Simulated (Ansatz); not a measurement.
Results of HSE06 in Ansatz (plane waves, PAW) for tetragonal HfO2 (model structure) (like a known high-temperature phase).

Numerical settings: plane-wave cutoff 500 eV, 6×6×4 k mesh (along the axes of the cell as run), gaussian smearing 0.02 eV, scalar-relativistic PAW data made under PBE.

Cell (relaxed at this level):

HfO2 is modelled in the tetragonal space group P4₂/nmc, origin choice 1 (No. 137), Pearson symbol tP6. Cell: a = b = 3.576 Å, c = 5.184 Å, α = β = γ = 90.00°. Hf on 2a sees 4 O at 2.064 Å and 4 O at 2.374 Å. O on 4d is coordinated by 2 Hf at 2.064 Å and 2 Hf at 2.374 Å (tetrahedral). (Neighbours: up to the widest gap in distance over summed covalent radii, below 1.35, at either atom; cation-cation and far metal-metal contacts left out.)

Give the computed band gap.


- band gap = 6.33 eV (on the SCF k mesh)

Note: held by symmetry at 0 K, a high-temperature phase can be a saddle point.

Spin–orbit coupling is not included.

The computed numbers hold no vibrational or temperature effects.

The result took very roughly 15 core-minutes.

A model structure was made by putting elements into a prototype or built by hand; it is no filed structure, need not be a known phase, and can be a saddle point held by its symmetry.

Ansatz is a program for electronic structure.
